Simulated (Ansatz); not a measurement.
Functionals compared on a constructed model of the (100) surface of fcc Pd, a pseudomorphic layer of Nb in the host's stacking (bottom of the slab: a bare face, its two planes held), in Ansatz (plane waves, PAW). The structure was relaxed with PBE; the other rows are single points on it. Cutoff 420 eV (500 eV for r2SCAN).

Slab: 7 atoms, 12.3 Å thick at the start; k 13x13x1, smearing 0.1 eV, dipole-corrected; 2 atoms held, the rest relaxed; symmetry of the start imposed; no spin, no spin-orbit, no U. It is one candidate, not shown to be the stable structure of the face. These notes are the PBE run's.

```json
[
 {"functional": "PBE", "work function of the top face (eV)": "4.69", "rough cost of the single point": "–"},
 {"functional": "RPBE", "work function of the top face (eV)": "[?]", "rough cost of the single point": "very roughly 13 core-seconds"},
 {"functional": "r2SCAN", "work function of the top face (eV)": "4.72", "rough cost of the single point": "about 26 core-seconds (a rough figure)"}
]
```

Task: Complete the blanks.

Result: 
- RPBE, work function of the top face (eV): 4.53

Ansatz is a quantum-chemistry and plane-wave program.
